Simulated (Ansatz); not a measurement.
CsCl-type FeAl, treated with PBE0 in Ansatz (plane waves, PAW).

Input:

Ansatz 0.2 input:
```yaml
crystal:
  lattice:
    - [2.837139347, 0.0, 0.0]
    - [0.0, 2.837139347, 0.0]
    - [0.0, 0.0, 2.837139347]
  atoms:
    - { symbol: Al, position: [0.5, 0.5, 0.5] }
    - { symbol: Fe, position: [0.0, 0.0, 0.0] }
basis:
  ecutwfc: 460
  ecutrho_ratio: 4
  xc_grid: 2
kpoints:
  mp_grid: { grid: [10, 10, 10] }
hamiltonian:
  xc: pbe0
  dispersion: none
  pseudopotentials: { kind: paw }
scf:
  occupations: { method: fermi_dirac, width: 0.05 }
  convergence: { dr2_threshold: 0.0000000002 }
output:
  forces: true
  stress: true
  eigenvalues: true
```

The run printed, among other lines:

```
WARN output.stress: scf.exx.energy_threshold = 1e-6 eV is looser than the 2e-8 eV advised for a stress under a hybrid functional (1e-8 eV for each atom of the …
Crystal: 2 atoms, lattice volume = 22.837 Å³
Basis set: ecut = 460 eV, 485 PW (Γ), exchange–correlation on 40×40×40 points (8 copies of the dense FFT grid, shifted against one another)
Bands: 14, of which v1, the nominal top of the filled ones, is band 10 counted from 1 (9 counted from 0)
Symmetry: 48 space group operations
Space group: Pm-3m (ITA 221), of the structure as read, at distance tolerance 2.8e-5 Å
k-points: 56 of 1000
Functional: x = pbe(κ = 0.804, μ = 0.2195149727645171), c = pbe(β = 0.06672455060314922), warm-up for x = 0.75 pbe(κ = 0.804, μ = 0.2195149727645171) + 0.25 exact, c = pbe(β = 0.06672455060314922)
SCF iter   1: F=—  HF=-5018.578871 eV  |F-HF|=—  |Δ(HF+E_count)|=         —  Δρ=4.21e-3  dr2=2.72e-3
SCF iter   2: F=—  HF=-5018.578534 eV  |F-HF|=—  |Δ(HF+E_count)|=   3.37e-4  Δρ=1.71e-3  dr2=4.86e-4
  ...
SCF 1 converged in 7 iterations: F = -5018.578511 eV  dr2 = 8.58e-11
Crystal: 2 atoms, lattice volume = 22.837 Å³
Initial density: handed on by an earlier stage of this run
Functional: x = 0.75 pbe(κ = 0.804, μ = 0.2195149727645171) + 0.25 exact, c = pbe(β = 0.06672455060314922)
  ...
SCF 4 converged in 9 iterations: F = -5016.507828 eV  dr2 = 3.00e-12
Crystal: 2 atoms, lattice volume = 22.837 Å³
SCF 5 converged in 9 iterations: F = -5016.520957 eV  dr2 = 6.86e-11
Crystal: 2 atoms, lattice volume = 22.837 Å³
SCF 6 converged in 9 iterations: F = -5016.537777 eV  dr2 = 1.04e-10
Crystal: 2 atoms, lattice volume = 22.837 Å³
SCF 7 converged in 10 iterations: F = -5016.558931 eV  dr2 = 1.26e-10
Crystal: 2 atoms, lattice volume = 22.837 Å³
SCF 8 converged in 8 iterations: F = -5016.572415 eV  dr2 = 3.13e-11
Crystal: 2 atoms, lattice volume = 22.837 Å³
SCF 9 converged in 10 iterations: F = -5016.584732 eV  dr2 = 1.51e-10
Crystal: 2 atoms, lattice volume = 22.837 Å³
Crystal: 2 atoms, lattice volume = 22.837 Å³
SCF 11 converged in 11 iterations: F = -5016.601255 eV  dr2 = 6.91e-11
Crystal: 2 atoms, lattice volume = 22.837 Å³
SCF iter   2: F=—  HF=-5016.601255 eV  |F-HF|=—  |Δ(HF+E_count)|=  5.89e-10  Δρ=1.63e-6  dr2=4.48e-10
SCF iter   3: F=-5016.601255 eV  HF=-5016.601255 eV  |F-HF|=2.18e-11  |Δ(HF+E_count)|=  2.64e-11  Δρ=6.21e-7  dr2=3.71e-11
SCF 12 converged in 3 iterations: F = -5016.601255 eV  dr2 = 3.71e-11
Free energy (F): -5016.601255 eV
Internal energy: -5016.599040 eV  (E = F + TS)
E sigma→0 (E₀):  -5016.600147 eV
Fermi energy:    13.877549 eV
--- Forces (eV/Å), atoms counted from 1 ---
  atom   1  Al     0.00000000    -0.00000000     0.00000000
  atom   2  Fe    -0.00000000     0.00000000     0.00000000
--- Stress (GPa, compression-positive) ---
       -0.006231       0.000000       0.000000
        0.000000      -0.006231       0.000000
        0.000000       0.000000      -0.006231
  P = ⅓ Tr σ = -0.0062 GPa (-0.062 kbar)
```

The PAW data were made under PBE.

Note: the run has no spin polarisation, so it can have missed a magnetic state. Note: the run warned that the count of filled bands differs between k points.

Ansatz is a quantum-chemistry and plane-wave program.
